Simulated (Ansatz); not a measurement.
MoSi2, pressure series

Start from MoSi2 (space group I4/mmm, No. 139; a = 3.217 Å, c = 7.873 Å).

Cell and atoms are relaxed at each pressure.

Level of theory: PBE (Ansatz, an electronic-structure program), without spin-orbit coupling.

Two rows of this table had their results exchanged by mistake.

```csv
pressure,volume per atom (Å³),shortest distance (Å),band gap
pressure −2 GPa,13.72,2.602,zero
pressure −1 GPa,13.65,2.599,zero
pressure 0.3 GPa,13.56,2.595,zero
pressure 0.7 GPa,13.53,2.594,zero
pressure 1.5 GPa,13.48,2.592,zero
pressure 3 GPa,13.12,2.579,zero
pressure 5 GPa,13.27,2.584,zero
pressure 7.5 GPa,13.39,2.589,zero
pressure 10 GPa,12.99,2.573,zero
```

Q: Which two?

A: The rows for pressure 3 GPa and pressure 7.5 GPa: the volume has to fall steadily with pressure, so 13.39 Å³ belongs to pressure 3 GPa and 13.12 Å³ to pressure 7.5 GPa.

Load acts through the strain it causes; cell and atoms are relaxed under it. Stability against distortions was not tested. Competing high-pressure phases were not computed. The final runs are not spin-polarised.
